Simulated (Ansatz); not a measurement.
The reference is Si in the diamond structure (space group Fd-3m, No. 227; a = 5.444 Å). Axes: x, y, z lie along the cube axes.

Method: r2SCAN, PAW, 500 eV (Ansatz, an electronic-structure program; without spin-orbit coupling).

Strains are applied to the cell and any free atomic positions relax; under biaxial strain the out-of-plane vector relaxes too.

One change was made to it. Results:

| quantity | base | after |
|---|---|---|
| band gap | 0.78 eV | 0.54 eV |
| smallest direct gap | 2.74 eV | 2.38 eV |

### Question
What was done to the base?
(A) biaxial strain +2.84 %, plane normal [111], relaxed out of plane
(B) strain tensor (xx, yy, zz, yz, xz, xy) = (+0.24, −0.67, +0.26, +0.71, +1.31, +0.44) %
(C) tensor shear ε_xz = −0.50 %

### Answer
B, strain tensor (xx, yy, zz, yz, xz, xy) = (+0.24, −0.67, +0.26, +0.71, +1.31, +0.44) %. For comparison, the band gap in the other runs: tensor shear ε_xz = −0.50 % gives 0.72 eV; biaxial strain +2.84 %, plane normal [111], relaxed out of plane gives 0.59 eV.

Stability against distortions was not tested.
